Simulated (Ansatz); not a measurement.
Functionals compared on a constructed model of the (0001) surface of hcp Ru, a pseudomorphic layer of Ir in the host's stacking (bottom of the slab: a bare face, its two planes held), in Ansatz (plane waves, PAW). The structure was relaxed with PBE; the other rows are single points on it. Cutoff 420 eV (500 eV for r2SCAN).

Model: 7-atom slab, 13.3 Å thick at the start with caps and adatoms (thin: gaps and levels are the slab's own), 16x16x1 mesh, Fermi-Dirac 0.1 eV, dipole correction, 2 atoms held, the rest relaxed; symmetry of the start imposed; no spin, no spin-orbit, no U. In PBE it is, or lies within 0.01 eV a 1x1 cell of, the lowest of the 2 structures of its composition computed so far; subsurface sites and larger cells were not tried. These notes are the PBE run's.

| functional | work function of the top face (eV) | rough cost of the single point |
|---|---|---|
| PBE | 5.42 | – |
| RPBE | (withheld) | around 15 core-seconds (rough) |
| r2SCAN | 5.46 | very roughly 30 core-seconds |

**Question.** Some entries are withheld; supply them.

**Answer.** 
- RPBE, work function of the top face (eV): 5.27

Ansatz is a program for electronic structure.
